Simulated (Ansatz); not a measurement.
The parent structure is Hf in the hcp (Mg type) structure (space group P6_3/mmc, No. 194; relaxed with 0.1 eV smearing).

```yaml
crystal:
  lattice:
    - [3.20400, 0.00000, 0.00000]
    - [-1.60200, 2.77474, 0.00000]
    - [0.00000, 0.00000, 5.07257]
  atoms:
    - { symbol: Hf, position: [0.66667, 0.33333, 0.75000] }
    - { symbol: Hf, position: [0.33333, 0.66667, 0.25000] }
```

Cartesian axes are those of the cell as printed.

Computed with PBE (Ansatz, a first-principles code), no spin-orbit coupling.

Base values:

| Item | Result |
|---|---|
| Pressure | 0.0 GPa |
| Shortest interatomic distance | 3.139 Å |

Now apply this change: tensile biaxial strain of 1.50 % in the plane normal to [001], as in epitaxy on a mismatched substrate; the out-of-plane cell vector and the atoms relax.

Task: What happens to the out-of-plane strain?

Result: The out-of-plane strain comes out as -1.01 %.

Task: What happens to the pressure?

Result: The pressure (mean of the normal stresses, compression positive) goes from zero to -1.9 GPa.

Task: What happens to the shortest interatomic distance?

Result: The shortest interatomic distance falls by 0.004 Å (3.139 Å → 3.135 Å).

Whether these cells are dynamically stable was not tested. The final runs are not spin-polarised.
